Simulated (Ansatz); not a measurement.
Model glasses of amorphous SiO2, 74 to 77 atoms (Si24O48 before any change). Each row is one cell at a composition chosen by hand, melted whole on the CHGNet potential with the anions pushed apart under 1.9 Å, quenched within some picoseconds, far faster than a real film, and relaxed with PBE, scalar-relativistic without spin-orbit coupling (plane waves to 420 eV, PAW; Ansatz, an electronic-structure program). Each is the lower in DFT energy of 2 quenches. Cycles of charging and discharging were tried on the cells ahead of these points, and a cell that came back lower was taken. The column on the box says what of it was relaxed with the atoms; held means as the quench left it. Cells that kept moments or hold spare charge are left out.

Formal charges balance in every cell, with the guest at the charge named. Neighbours are the O atoms within a cut-off of 1.2 times the sum of covalent radii (1.1 times for Mo, W, Hf); the radius is Shannon's ionic radius for that charge at the coordination found, taken on a straight line between listed coordinations where the table lacks it, averaged where a cell holds several guest atoms. The coordination is that of the cell taken. The cells ran without spin polarisation.

```csv
guest,change of the cell,box,cut-off (Å),O neighbours,ionic radius (Å),mean guest-O distance (Å)
B3+,"+2 B, +3 O",held,1.80,"3, 3",0.01,1.37
Ge4+,"+1 Ge, +2 O",volume,2.23,4,0.39,1.78
Mo6+,"+1 Mo, +3 O",volume,2.42,4,0.41,withheld
Cu1+,"+2 Cu, +1 O",held,2.38,"2, 3",0.50,1.93
W6+,"+3 O, +1 W",held,2.51,5,0.51,1.87
Mg2+,"+1 Mg, +1 O",held,2.48,4,0.57,2.03
Hf4+,"+1 Hf, +2 O",volume,2.65,5,0.64,2.07
Ag1+,"+2 Ag, +1 O",held,2.53,"3, 2",0.75,2.23
Na1+,"+2 Na, +1 O",volume,2.78,"5, 4",1.00,2.47
```

### Question
Fit a straight line of the last column on the one before it through the 8 full rows, and predict the withheld value for Mo6+.

### Answer
Means: x = 0.546, y = 1.969. Slope = Σ(Δx Δy) / Σ(Δx²) = 0.6476 / 0.5722 = 1.132; intercept = 1.969 − (1.132) × 0.546 = 1.351 Å; r.m.s. residual 0.027 Å. Prediction: 1.351 + (1.132) × 0.41 = 1.82 Å. The run gave 1.79 Å, a miss of 0.03 Å, within twice the residual.

### Question
What would hard spheres give for this line?

### Answer
A slope of 1 and an intercept at the radius of O2−, 1.35 Å for two neighbours to 1.40 Å for six in Shannon's table; the fit has 1.132 and 1.351 Å.
